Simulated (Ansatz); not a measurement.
System: BaCeO₃ (R-3c, No. 167, 10 atoms in the cell; start mp-4900; a measured phase of this formula has another space group). Method: LDA (Ansatz, a quantum-chemistry and plane-wave program, PAW).

Settings: plane-wave cutoff 520 eV, 8×8×8 k mesh, Fermi–Dirac smearing 0.01 eV, no spin polarisation, scalar-relativistic PAW data made under PBE.

Cell (relaxed with PBEsol):

```yaml
crystal:
  lattice:
    - [3.11434, 1.79807, 4.99218]
    - [-3.11434, 1.79807, 4.99218]
    - [0.00000, -3.59613, 4.99218]
  atoms:
    - { symbol: Ba, position: [0.25000, 0.25000, 0.25000] }
    - { symbol: Ba, position: [0.75000, 0.75000, 0.75000] }
    - { symbol: Ce, position: [0.00000, 0.00000, 0.00000] }
    - { symbol: Ce, position: [0.50000, 0.50000, 0.50000] }
    - { symbol: O, position: [0.82440, 0.25000, 0.67560] }
    - { symbol: O, position: [0.17560, 0.75000, 0.32440] }
    - { symbol: O, position: [0.67560, 0.82440, 0.25000] }
    - { symbol: O, position: [0.32440, 0.17560, 0.75000] }
    - { symbol: O, position: [0.25000, 0.67560, 0.82440] }
    - { symbol: O, position: [0.75000, 0.32440, 0.17560] }
```

Problem. What does this level give for the band gap?

Solution. 
- band gap = 2.23 eV

Note: the 4f shell is treated without U or exact exchange, so its levels and filling can be wrong; cell and atoms aren't relaxed at this level (pressure -3.2 GPa).

Spin–orbit coupling is not included.

The computed numbers hold no vibrational or temperature effects.

Computing time: around 60 core-seconds (rough).

A start named mp-… is a Materials Project structure, which need not be a measured phase.
